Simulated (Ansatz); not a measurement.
The starting structures come from a database of crystals and need not be the phases stable at ambient conditions.

Tunnelling through a barrier is set by its complex band structure: the current falls as exp(−2κd) with the smallest κ.

Here is the system:

```
BiVO4
1.0
    6.43808     0.00000     0.00000
    0.00000     7.30151     0.00000
    3.21904    -3.65076     3.65076
V Bi O
2 2 8
Cartesian
  1.60952   3.65076   0.00000
  3.21904   0.00000   0.00000
  0.00000   0.00000   0.00000
  4.82856   3.65076   0.00000
  5.33897   3.65075   2.32531
  0.51041   2.32531   0.00000
  2.11993   0.00000   1.32544
  0.51041   4.97620   0.00000
  5.92767   0.00000   2.32531
  4.31815   1.32544   0.00000
  2.70863   3.65076   1.32544
  4.31815   5.97607   0.00000
```

Space group of this cell: I4_1/amd. The cell is taken as given; by r2SCAN its mean pressure is -0.8 GPa.

Transport runs along the normal of the first two printed cell vectors, the (100) plane of the conventional cell.

No gap correction and no spin-orbit coupling; mid-gap values are interpolated between computed energies.

Task: State the band gap and the smallest decay constant κ at mid-gap according to r2SCAN (Ansatz, a first-principles code).

Result: Gap 2.80 eV on a 8×8×8 mesh; κ = 0.402 1/Å, at (0.333, 0.000) of the in-plane reciprocal vectors. At the zone centre, at the nearest computed energy, the slowest state has κ = 0.45 1/Å.
